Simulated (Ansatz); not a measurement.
Here is the system:

End structure of the (111)A surface of zinc-blende GaSb, Ga-terminated, Cl on every top atom (bottom of the slab: 3 H on 4 bottom sites):

```xyz
39
Lattice="8.7860 0.0000 0.0000 -4.3930 7.6089 0.0000 0.0000 0.0000 32.0000" Properties=species:S:1:pos:R:3 pbc="T T T"
Sb     0.0355    -0.0205    10.1242
Sb     4.3575    -0.0205    10.1242
Sb    -2.1965     3.8454    10.1242
Sb     2.1965     3.8044     9.5289
Ga     2.1965     1.4676    10.8327
Ga     6.5895     1.2681    10.8398
Ga     0.1727     4.9729    10.8327
Ga     4.2203     4.9729    10.8327
Sb     2.1965     1.2681    13.5182
Sb     6.5895     1.2681    13.5182
Sb     0.0000     5.0726    13.5182
Sb     4.3930     5.0726    13.5182
Ga     0.0000     2.5363    14.4149
Ga     4.3930     2.5363    14.4149
Ga    -2.1965     6.3407    14.4149
Ga     2.1965     6.3407    14.4149
Sb    -0.0020     2.5351    17.0930
Sb     4.3950     2.5351    17.0930
Sb    -2.1965     6.3407    17.0953
Sb     2.1965     6.3430    17.0930
Ga    -0.0018     0.0010    18.0339
Ga     4.3948     0.0010    18.0339
Ga    -2.1965     3.8023    18.0339
Ga     2.1965     3.8044    18.0273
Sb     0.0004    -0.0002    20.6917
Sb     4.3926    -0.0002    20.6917
Sb    -2.1965     3.8049    20.6917
Sb     2.1965     3.8044    20.6858
Ga     2.1965     1.2696    21.6334
Ga     6.5895     1.2681    21.6356
Ga     0.0012     5.0719    21.6334
Ga     4.3918     5.0719    21.6334
H     -0.0229     0.0132     8.4059
H      4.4159     0.0132     8.4059
H     -2.1965     3.7780     8.4059
Cl     2.1965     1.2733    23.7929
Cl     6.5895     1.2681    23.7950
Cl     0.0045     5.0700    23.7929
Cl     4.3885     5.0700    23.7929
```

Model: 39-atom slab, 15.7 Å thick at the start with caps and adatoms, 3x3x1 mesh, Fermi-Dirac 0.025 eV, dipole correction, 8 atoms held, the rest relaxed; start symmetry kept, larger cells not searched; spin-polarised, no spin-orbit, no U. The slab shows no gap over 0.04 eV on its mesh. The starting moment vanished. It is one candidate, not shown to be the stable structure of the face.

Question: Estimate the work function of the top face that PBE in Ansatz (a quantum-chemistry and plane-wave program) returns for this input.

Answer: 6.93 eV
